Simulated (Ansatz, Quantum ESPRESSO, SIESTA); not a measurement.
## ScCoC₂ (P1, 8 atoms in the cell) computed with different codes at matched settings

Self-consistent single point, at a second geometry (atoms moved at random). First geometry:

```yaml
crystal:
  lattice:
    - [3.34281, 0.00000, 0.00000]
    - [0.00000, 3.34281, 0.00000]
    - [0.00000, 0.00000, 7.18148]
  atoms:
    - { symbol: Sc, position: [0.50000, 0.00000, 0.65433] }
    - { symbol: Sc, position: [0.00000, 0.50000, 0.34567] }
    - { symbol: Co, position: [0.50000, 0.50000, 0.00000] }
    - { symbol: Co, position: [0.00000, 0.00000, 0.00000] }
    - { symbol: C, position: [0.00000, 0.50000, 0.85013] }
    - { symbol: C, position: [0.50000, 0.00000, 0.14987] }
    - { symbol: C, position: [0.50000, 0.00000, 0.34670] }
    - { symbol: C, position: [0.00000, 0.50000, 0.65330] }
```

Second geometry:
```
CELL_PARAMETERS angstrom
      3.34281     0.00000     0.00000
      0.00000     3.34281     0.00000
      0.00000     0.00000     7.18148
ATOMIC_POSITIONS crystal
  Sc 0.49984 0.00778 0.66810
  Sc 0.00853 0.48121 0.34401
  Co 0.51921 0.50065 0.98879
  Co 0.99072 0.01231 0.99568
  C  0.01950 0.48631 0.85017
  C  0.49818 0.01254 0.15085
  C  0.49287 0.00412 0.35082
  C  0.97115 0.49508 0.65158
```

Shared settings, as Ansatz (a quantum-chemistry and plane-wave program) writes them: kpoints.mp_grid.grid = 8 8 4; scf.occupations.method = gaussian; scf.occupations.width = 0.136 eV. Potentials and cutoffs stand in the table.

```tsv
code	model	ΔF from the first geometry (meV/atom)	pressure (GPa)	largest force (eV/Å)	cutoff
Quantum ESPRESSO	PBEsol, GBRV 1.5 ultrasoft (PBESOL) pseudopotentials	40.3	-5.11	1.939	50 Ry
SIESTA	GGA PBEsol, numerical atomic orbitals DZP, PseudoDojo PBEsol standard norm-conserving potentials (rewritten from UPF to PSML)	37.9	-4.65	1.970	grid 400 Ry
Ansatz	PBEsol, PAW files made with PBE	40.7	-5.06	1.939	default
```

Size of the force on each atom (eV/Å): Sizes of forces hide their directions.

```
code                Sc1    Sc2    Co3    Co4     C5     C6     C7     C8
----------------  -----  -----  -----  -----  -----  -----  -----  -----
Quantum ESPRESSO  1.330  0.764  1.706  1.939  1.058  0.342  0.934  0.975
SIESTA            1.414  0.819  1.718  1.970  0.790  0.570  0.428  0.905
Ansatz            1.325  0.763  1.699  1.939  1.116  0.393  0.998  1.008
```

On Ansatz's run: spin polarisation is off.

The spread over the programs that give each value: ΔF from the first geometry within 2.8 meV/atom; pressure within 0.46 GPa; largest force within 0.031 eV/Å.

SIESTA uses small atom-centred bases, whose incompleteness enters pressures, forces and empty levels differently from a plane-wave cutoff. Ansatz's pressure is given at a fixed set of plane waves, as the other plane-wave codes print theirs; with its correction for the finite basis it is -4.86 GPa (the shift of 0.20 GPa shows how far the cutoff is from converged). In the force vectors, SIESTA (by 0.761) lies more than 0.08 eV/Å from the median of the plane-wave programs.

The starting cell comes from a database of computed structures (which also holds hypothetical and non-ambient phases and stackings), without a prior relaxation at this level. For this run, on top of that: atoms moved at random.

Keys are those of Ansatz 0.2.
